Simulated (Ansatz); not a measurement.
**Short convergence ladders for CsCaH3 (Pm-3m, 5 atoms in the cell)**

```xyz
5
Lattice="4.5981 0.0000 0.0000 0.0000 4.5981 0.0000 0.0000 0.0000 4.5981" Properties=species:S:1:pos:R:3 pbc="T T T"
Cs     0.0000     0.0000     0.0000
Ca     2.2990     2.2990     2.2990
H      2.2990     0.0000     2.2990
H      0.0000     2.2990     2.2990
H      2.2990     2.2990     0.0000
```

Base method: LDA (PW92), default PAW files made with PBE (plane waves; Ansatz, a first-principles code).

Base settings: basis.ecutwfc = 420 eV; kpoints.mp_grid.grid = 6 6 6; hamiltonian.xc = lda; hamiltonian.pseudopotentials = {kind: paw} (the program's default PAW files); scf.occupations.method = fixed.

Core times come from one kind of shared machine, to one figure; runs under 30 s give none.

**The force threshold of a relaxation**

On CsCaH₃ (P4mm, 5 atoms in the cell): one atom moved by 0.15 angstrom.

In this ladder: relax = atoms.

The mesh stays at the base's, so the ladder's end is converged at best in this setting alone.

Only quantities that move along the ladder and can be compared are tabulated.

| relax.f_tol | free energy less the last step's (meV/atom) | largest force left (eV/Å) | relaxation steps |
|---|---|---|---|
| 0.2 eV/Å | 0.34 | 0.0591 | 3 |
| 0.1 eV/Å | 0.34 | 0.0591 | 3 |
| 0.05 eV/Å | 0.00 | 0.0034 | 4 |
| 0.03 eV/Å | 0.00 | 0.0034 | 4 |
| 0.02 eV/Å | 0.00 | 0.0034 | 4 |
| 0.01 eV/Å | 0.00 | 0.0034 | 5 |
| 0.005 eV/Å | 0.00 | 0.0034 | 5 |
| 0.002 eV/Å | 0.00 | 0.0002 | 5 |
| 0.001 eV/Å | 0.00 | 0.0002 | 5 |

Coarsest relax.f_tol that holds the largest force left within 0.02 eV/Å of the last step, with all finer ones: 0.05 eV/Å; the step before is off by 0.059 eV/Å.

Coarsest relax.f_tol that holds the free energy within 0.05 meV/atom of the last step, with all finer ones: 0.05 eV/Å; the step before is off by 0.34 meV/atom.

Two neighbours can agree and both be off: 0.2 eV/Å and 0.1 eV/Å differ by 0.00 meV/atom in the free energy, yet lie about 0.34 meV/atom from the last step.

**The q mesh of the phonons**

In this ladder: phonons.method = dfpt; phonons.dielectric = true; phonons.rigid_motions = translations.

Only quantities that move along the ladder and can be compared are tabulated.

Thermal sums run over frequencies interpolated from this q mesh.

```csv
phonons.qmesh,zero-point energy (meV/atom),vibrational free energy at 300 K (meV/atom),core time / last (rough)
1 1 1,79.65,40.23,0.2
2 2 2,83.20,45.83,0.6
3 3 3,83.21,45.71,1
```

Coarsest phonons.qmesh that holds the zero-point energy within 0.2 meV/atom of the last step, with all finer ones: 2 2 2; the step before is off by 3.6 meV/atom.

Coarsest phonons.qmesh that holds the vibrational free energy at 300 K within 1 meV/atom of the last step, with all finer ones: 2 2 2; the step before is off by 5.5 meV/atom.

On the base run: the starting cell comes from a database of computed structures (which also holds hypothetical and non-ambient phases and stackings), without a prior relaxation at this level. Its lattice was rescaled by up to half a per cent.

Keys are those of Ansatz 0.2.
